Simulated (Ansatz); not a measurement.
Alloy series in Re

Start from Re in the hcp (Mg type) structure (space group P6_3/mmc, No. 194).

```yaml
crystal:
  lattice:
    - [2.75083, 0.00000, 0.00000]
    - [-1.37541, 2.38229, 0.00000]
    - [0.00000, 0.00000, 4.44144]
  atoms:
    - { symbol: Re, position: [0.33333, 0.66667, 0.75000] }
    - { symbol: Re, position: [0.66667, 0.33333, 0.25000] }
```

The other end (x = 1) is Ti in the hcp (Mg type) structure (space group P6_3/mmc, No. 194): 16.73 Å³/atom, gap zero.

Ti replaces a fraction x of Re; each row is one arrangement (x, atoms in the cell, starting space group or random), fully relaxed.

Level of theory: PBEsol/PAW in Ansatz (a first-principles code), no spin-orbit coupling.

```tsv
Ti fraction x	volume per atom (Å³/atom)
0	14.553
0.375 (Pmm2, 8 atoms)	14.684
0.625 (Pmm2, 8 atoms)	?
0.75 (Imm2, 4 atoms)	15.710
0.75 (C2, 8 atoms)	15.706
1	16.727
```

Fit V(x) = (1 − x) V(0) + x V(1) − b x(1 − x) with the ends held (b = 0 is Vegard's rule) to the rows shown and predict the withheld row.

Least squares on the printed values gives b = 2.70 Å³/atom, against 15.912 Å³/atom from the straight line alone (largest residual 0.050 Å³/atom); this predicts 15.278 Å³/atom, and the run gives 15.234 Å³/atom, 0.044 lower.

These are small ordered cells, not random alloys; other orderings at the same x differ. With Re present, leaving out spin-orbit coupling can change the band edges. Whether these cells are dynamically stable was not tested. The final runs are not spin-polarised. An odd electron count without spin: Ti3Re5, Ti5Re3 and Ti3Re. Under x(Ti) = 0.375, 8 atoms, Pmm2, x(Ti) = 0.625, 8 atoms, Pmm2 and x(Ti) = 0.75, 4 atoms, Imm2 the cell changed shape so far that it is another structure.
